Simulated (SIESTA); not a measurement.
## A self-consistent single point of SnSe2 (P-3m1, 3 atoms in the cell) with SIESTA

Computed with GGA PBE, numerical atomic orbitals TZP, PseudoDojo PBE standard norm-conserving potentials (rewritten from UPF to PSML) in SIESTA 5.4.2.

Input as run:

```
# files in the folder: Sn.psml Se.psml (PseudoDojo PBE standard)
SystemName  SnSe2
SystemLabel SnSe2

NumberOfAtoms                3
NumberOfSpecies              2
%block ChemicalSpeciesLabel
  1 50 Sn
  2 34 Se
%endblock ChemicalSpeciesLabel
LatticeConstant              1.0 Ang
%block LatticeVectors
     1.905000000   -3.299556790    0.000000000
     1.905000000    3.299556790    0.000000000
     0.000000000    0.000000000    6.140000000
%endblock LatticeVectors
AtomicCoordinatesFormat      Ang
%block AtomicCoordinatesAndAtomicSpecies
     0.000000000    0.000000000    0.000000000  1
     1.905000000    1.099852285    1.535000000  2
     1.905000000   -1.099852285    4.605000000  2
%endblock AtomicCoordinatesAndAtomicSpecies

XC.functional                GGA
XC.authors                   PBE
PAO.BasisSize                TZP
PAO.EnergyShift              0.01 Ry
MeshCutoff                   300 Ry
%block kgrid.MonkhorstPack
    7   0   0  0.0
    0   7   0  0.0
    0   0   4  0.0
%endblock kgrid.MonkhorstPack
OccupationFunction           FD
ElectronicTemperature        50.0 meV

MaxSCFIterations             150
SCF.Mixer.Method             Broyden
SCF.Mixer.Weight             0.1
SCF.Mixer.History            6
SCF.DM.Tolerance             1.0E-05
Diag.ParallelOverK           true
WriteForces                  true
Charge.Mulliken              end
```

The program printed (abridged):

```
reinit: Reading from file input.fdf

reinit: System Name: SnSe2
reinit: System Label: SnSe2

coor:   Atomic-coordinates input format  =     Cartesian coordinates
coor:                                          (in Angstroms)

siesta: Atomic coordinates (Bohr) and species
siesta:      0.00000   0.00000   0.00000  1        1
siesta:      3.59993   2.07842   2.90073  2        2
siesta:      3.59993  -2.07842   8.70219  2        3

siesta: System type = bulk

initatomlists: Number of atoms, orbitals, and projectors:      3    66    68

siesta: ******************** Simulation parameters ****************************
redata: Spin configuration                          = none
redata: Time-Reversal Symmetry                      = T
redata: Number of Atomic Species                    =        2
redata: Mesh Cutoff                                 =   300.0000 Ry
redata: Net charge of the system                    =     0.0000 |e|
redata: Min. number of SCF Iter                     =        0
redata: Max. number of SCF Iter                     =      150
redata: SCF convergence failure will abort job
redata: SCF mix quantity                            = Hamiltonian
redata: Mix DM or H after convergence               =   F
redata: Recompute H after scf cycle                 =   F
redata: Mix DM in first SCF step                    =   T
redata: No kicks to SCF
redata: DM Mixing Weight for Kicks                  =     0.5000
redata: Require Harris convergence for SCF          =   F
redata: Harris energy tolerance for SCF             =     0.000100 eV
redata: Require DM convergence for SCF              =   T
redata: DM tolerance for SCF                        =     0.000010
redata: Require EDM convergence for SCF             =   F
redata: EDM tolerance for SCF                       =     0.001000 eV
redata: Require H convergence for SCF               =   T
redata: Hamiltonian tolerance for SCF               =     0.001000 eV
   [... lines left out ...]
diag: Parallel distribution                         =     1 x     1
diag: Used triangular part                          = Lower
diag: Absolute tolerance                            =  0.100E-15
diag: Orthogonalization factor                      =  0.100E-05
diag: Memory factor                                 =  1.0000

superc: Internal auxiliary supercell:     7 x     7 x     3  =     147
superc: Number of atoms, orbitals, and projectors:    441   9702   9996

                        Single-point calculation

superc: Internal auxiliary supercell:     7 x     7 x     3  =     147
superc: Number of atoms, orbitals, and projectors:    441   9702   9996

outcell: Unit cell vectors (Ang):
        1.905000   -3.299557    0.000000
        1.905000    3.299557    0.000000
        0.000000    0.000000    6.140000

outcell: Cell vector modules (Ang)   :    3.810000    3.810000    6.140000
outcell: Cell angles (23,13,12) (deg):     90.0000     90.0000    120.0000
outcell: Cell volume (Ang**3)        :     77.1879
new_DM -- step:     1
Initializing Density Matrix...

Attempting to read DM from file... Failed...
DM filled with atomic data:

InitMesh: MESH = 36 x 36 x 64 = 82944
InitMesh: Mesh cutoff (required, used) =   300.000   300.279 Ry

stepf: Fermi-Dirac step function
        iscf     Eharris(eV)        E_KS(eV)     FreeEng(eV)     dDmax    Ef(eV) dHmax(eV)
   scf:    1    -8737.848435    -8739.496846    -8739.496846  1.411656 -3.914758  6.594401
   scf:    2    -8740.446427    -8740.001701    -8740.001702  0.042491 -3.952624  4.957158
   scf:    3    -8740.644781    -8740.488222    -8740.488240  0.112595 -4.039183  1.019656
   scf:    4    -8740.529657    -8740.510706    -8740.510725  0.030614 -4.104268  0.471776
   scf:    5    -8740.517230    -8740.514434    -8740.514457  0.022016 -4.143650  0.057453
   scf:    6    -8740.514544    -8740.514503    -8740.514526  0.001789 -4.142687  0.008638
   scf:    7    -8740.514491    -8740.514499    -8740.514522  0.000763 -4.141064  0.009897
   scf:    8    -8740.514516    -8740.514510    -8740.514534  0.000426 -4.139684  0.003268
   scf:    9    -8740.514512    -8740.514511    -8740.514535  0.000294 -4.138735  0.000711
   scf:   10    -8740.514511    -8740.514511    -8740.514535  0.000052 -4.138581  0.000398
   scf:   11    -8740.514511    -8740.514511    -8740.514535  0.000011 -4.138565  0.000388
   scf:   12    -8740.514511    -8740.514511    -8740.514535  0.000007 -4.138565  0.000364
SCF Convergence by DM+H criterion
max |DM_out - DM_in|         :     0.0000071032
max |H_out - H_in|      (eV) :     0.0003635687
SCF cycle converged after 12 iterations

Using DM_out to compute the final energy and forces

siesta: E_KS(eV) =            -8740.5145

siesta: E_KS - E_eggbox =     -8740.5145

siesta: Atomic forces (eV/Ang):
     1    0.000000    0.000000    0.000000
     2   -0.000000   -0.000146    1.336451
     3   -0.000000    0.000146   -1.336451
   Tot   -0.000000   -0.000000   -0.000000
   Max    1.336451
   Res    0.630009    sqrt( Sum f_i^2 / 3N )
   Max    1.336451    constrained

Stress tensor Voigt[x,y,z,yz,xz,xy] (kbar):      -78.60      -80.58      -84.67        0.01        0.00        0.00
(Free)E + p*V (eV/cell)    -8736.5987
Target enthalpy (eV/cell)    -8740.5145

siesta: Program's energy decomposition (eV):
siesta: Ebs     =     -1440.581641
siesta: Eions   =      8759.927354
siesta: Ena     =       329.165301
siesta: Ekin    =      5562.048991
siesta: Enl     =     -3961.524919
siesta: Eso     =         0.000000
siesta: Edftu   =         0.000000
siesta: DEna    =        10.438008
siesta: DUscf   =         0.538178
siesta: DUext   =         0.000000
siesta: Ex      =     -1818.708864
siesta: Ec      =      -102.543854
siesta: Exc     =     -1921.252718
siesta: Eharris =     -8740.514511
siesta: Etot    =     -8740.514511
siesta: FreeEng =     -8740.514535

siesta: Atomic forces (eV/Ang):
siesta:      1    0.000000    0.000000    0.000000
siesta:      2   -0.000000   -0.000146    1.336451
siesta:      3   -0.000000    0.000146   -1.336451
siesta: ----------------------------------------
siesta:    Tot   -0.000000   -0.000000   -0.000000

siesta: Stress tensor (static) (eV/Ang**3):
siesta:    -0.049060    0.000000    0.000000
siesta:     0.000000   -0.050291    0.000008
siesta:     0.000000    0.000008   -0.052845

siesta: Cell volume =         77.187852 Ang**3

siesta: Pressure (static):
siesta:                Solid            Molecule  Units
siesta:           0.00055254          0.00074553  Ry/Bohr**3
siesta:           0.05073179          0.06845144  eV/Ang**3
siesta:          81.28128233        109.67129330  kBar

mulliken: Atomic and Orbital Populations:

Species: Sn
Atom  Qatom  Qorb
               5s      5s      5s      5py     5pz     5px     5py     5pz
               5px     5py     5pz     5px     4dxy    4dyz    4dz2    4dxz
               4dx2-y2 5dxy    5dyz    5dz2    5dxz    5dx2-y2
   1 14.730   1.139  -0.243   0.530   0.278   0.564   0.278  -0.128  -0.062
             -0.129   0.572   0.315   0.572   1.999   1.985   2.005   1.985

              1.999   0.194   0.237   0.210   0.238   0.194

Species: Se
Atom  Qatom  Qorb
               4s      4s      4s      4py     4pz     4px     4py     4pz
               4px     4py     4pz     4px     3dxy    3dyz    3dz2    3dxz
               3dx2-y2 4dxy    4dyz    4dz2    4dxz    4dx2-y2
   2 15.635   1.345  -0.049   0.404   0.739   1.036   0.739  -0.052  -0.252
             -0.052   0.515   0.634   0.515   2.001   2.003   2.001   2.003

              2.001   0.016   0.027   0.019   0.027   0.016
   3 15.635   1.345  -0.049   0.404   0.739   1.036   0.739  -0.052  -0.252
             -0.052   0.515   0.634   0.515   2.001   2.003   2.001   2.003

              2.001   0.016   0.027   0.019   0.027   0.016

mulliken: Qtot =       46.000

Mulliken Atomic Populations:
Atom #   charge [q] valence [e]  Species
     1    -0.729840   14.729840  Sn
     2     0.364920   15.635080  Se
     3     0.364920   15.635080  Se
 Total     0.000000
```

The run converged in 12 iterations.

The starting cell has typed, rounded lattice constants, without a prior relaxation at this level. Values carry the incompleteness of an atom-centred basis. With a pressure of about 8 GPa the cell is away from its equilibrium volume at this level. Forces in this geometry exceed 1 eV/Å.
